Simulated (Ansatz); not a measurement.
## MoSi$_{2}$ under load (space group I4/mmm): band-structure transport figures

```xyz
3
Lattice="-1.5611 1.5611 3.8440 1.5611 -1.5611 3.8440 1.5611 1.5611 -3.8440" Properties=species:S:1:pos:R:3 pbc="T T T"
Si     0.0000     0.0000     5.1186
Si     0.0000     0.0000     2.5694
Mo     0.0000     0.0000     0.0000
```

The numbers are results of PBEsol with spin-orbit coupling, rigid bands (plane waves, PAW; Ansatz, a program for electronic structure), not measurements. Condition of this run: hydrostatic pressure 15 GPa with spin-orbit coupling (the target of the relaxation). Geometry: cell and atoms relaxed with PBEsol, then loaded as said.

- density of states at the Fermi level: 0.245 states/(eV·cell), both spins
- bare Sommerfeld coefficient: 0.193 mJ/(mol of atoms·K²)
- Drude plasma energy: 2.4 (x), 2.4 (y), 3.0 (z) eV
- root-mean-square Fermi velocity: 6.4e5 m/s
- resistivity times τ: 84 (x), 84 (y), 53 (z) ×10⁻²² Ω·m·s

A metal at this level (no band gap); rigid bands, thermally averaged at 300 K, both spins. τ is one relaxation time for all states.
